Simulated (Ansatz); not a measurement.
The parent structure is Au in the fcc (Cu type) structure (space group Fm-3m, No. 225; a = 4.048 Å; relaxed with 0.1 eV smearing). Axes: x, y, z lie along the cube axes.

All numbers come from LDA, PAW, 420 eV (Ansatz, a program for electronic structure; no spin-orbit coupling).

Strains are applied to the cell and any free atomic positions relax.

One change was made to it. Results:

```tsv
quantity	base	after
energy relative to the base (free energy F)	0 meV/atom	+0.3 meV/atom
pressure (mean of the normal stresses, compression positive)	0.0 GPa	1.0 GPa
```

Question: Which change produced these results?
A. uniaxial strain ε_zz = +0.50 %
B. uniaxial strain ε_zz = −2.00 %
C. uniaxial strain ε_zz = +2.00 %
D. uniaxial strain ε_zz = −0.50 %

Answer: D, uniaxial strain ε_zz = −0.50 %. For comparison, the pressure in the other runs: uniaxial strain ε_zz = +0.50 % gives -1.0 GPa; uniaxial strain ε_zz = −2.00 % gives 4.2 GPa; uniaxial strain ε_zz = +2.00 % gives -3.6 GPa.

Stability against distortions was not tested.
